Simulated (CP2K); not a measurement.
A self-consistent single point of SrMg3 (I4/mmm, 4 atoms in the cell) with CP2K.

Computed with PBEsol, GPW, DZVP-MOLOPT-SR-GTH basis, GTH-PBE potentials (GTH_POTENTIALS) in CP2K 2026.2.

```
CELL_PARAMETERS angstrom
      5.42419     0.00000     0.00000
     -0.42555     5.40747     0.00000
     -2.49932    -2.70374     3.98310
ATOMIC_POSITIONS crystal
  Sr 0.00000 0.00000 0.00000
  Mg 0.50000 0.50000 0.00000
  Mg 0.25000 0.75000 0.50000
  Mg 0.75000 0.25000 0.50000
```

Reference input (self-consistent single point, DFT LDA (Pade form), GPW, DZVP-MOLOPT-SR-GTH basis, GTH-PADE potentials (GTH_POTENTIALS)): CUTOFF = 1000 Ry; REL_CUTOFF = 60 Ry; SMEAR/METHOD = GAUSSIAN; SIGMA = 0.2 eV; KPOINTS/SCHEME = MONKHORST-PACK 7 7 7; XC_FUNCTIONAL = PADE; Sr/BASIS_SET = DZVP-MOLOPT-SR-GTH; Sr/POTENTIAL = GTH-PADE-q10; Mg/BASIS_SET = DZVP-MOLOPT-SR-GTH; Mg/POTENTIAL = GTH-PADE-q10; METHOD = GPW; EPS_DEFAULT = 1e-10. This run's input differs from it in these lines:

```diff
@@ -43,3 +43,6 @@
     &XC
-      &XC_FUNCTIONAL PADE
+      &XC_FUNCTIONAL
+        &PBE
+          PARAMETRIZATION PBESOL
+        &END PBE
       &END XC_FUNCTIONAL
@@ -77,3 +80,3 @@
       BASIS_SET DZVP-MOLOPT-SR-GTH
-      POTENTIAL GTH-PADE-q10
+      POTENTIAL GTH-PBE-q10
     &END KIND
@@ -81,3 +84,3 @@
       BASIS_SET DZVP-MOLOPT-SR-GTH
-      POTENTIAL GTH-PADE-q10
+      POTENTIAL GTH-PBE-q10
     &END KIND
```

Output, abridged:

```
 SCF WAVEFUNCTION OPTIMIZATION

  Step     Update method      Time    Convergence         Total energy    Change
     1 NoMix/Diag. 0.30E+00      -     1.66640242      -220.5662163965 -2.21E+02
     2 Broy./Diag. 0.30E+00      -     0.01733884      -220.1675705991  3.99E-01
     3 Broy./Diag. 0.30E+00      -     0.05953766      -220.1480444787  1.95E-02
     4 Broy./Diag. 0.30E+00      -     0.00141629      -220.0825389877  6.55E-02
     5 Broy./Diag. 0.30E+00      -     0.00263177      -220.0799086195  2.63E-03
     6 Broy./Diag. 0.30E+00      -     0.00044591      -220.0707105726  9.20E-03
   [... 3 lines left out ...]
    10 Broy./Diag. 0.30E+00      -     0.00000555      -220.0656620256 -3.52E-05
    11 Broy./Diag. 0.30E+00      -     0.00000191      -220.0656478928  1.41E-05
    12 Broy./Diag. 0.30E+00      -     0.00000132      -220.0656494184 -1.53E-06
    13 Broy./Diag. 0.30E+00      -     0.00000007      -220.0656493755  4.28E-08
  *** SCF run converged in    13 steps ***

  Overlap energy of the core charge distribution:               0.00000000000000
  Self energy of the core charge distribution:               -497.80986390984850
  Core Hamiltonian energy:                                    142.29377937832021
  Hartree energy:                                             165.04609698056430
  Exchange-correlation energy:                                -29.59428215651946
  Smearing free energy correction:                             -0.00137966797232
  Fermi energy:                                                 0.17645735473932

  Total energy:                                              -220.06564937552884
  Total energy (extrapolated to sigma->0):                   -220.06495954154266

                     Mulliken Population Analysis

   [... lines left out ...]

 STRESS| Analytical stress tensor [bar]
 STRESS|                        x                   y                   z
 STRESS|      x       -3.28494056811E+03   6.63173567084E+03  -6.70966212206E+02
 STRESS|      y        6.63173567084E+03  -2.24163080403E+03  -7.25927502998E+02
 STRESS|      z       -6.70966212206E+02  -7.25927502998E+02  -1.01820298972E+04
 STRESS| 1/3 Trace                                            -5.23620042310E+03
```

The run converged in 13 iterations. Against the reference run the pressure goes from -1.78 to -0.52 GPa and the largest force moves little (0.000 to 0.001 eV/Å).

The starting cell comes from a database of computed structures (which also holds hypothetical and non-ambient phases and stackings), without a prior relaxation at this level. Its lattice was rescaled by a random factor within 2.5 % of one. Values carry the incompleteness of an atom-centred basis. The potentials were made for another functional than the one used.

Cost on one core of a shared machine: roughly 40 s.
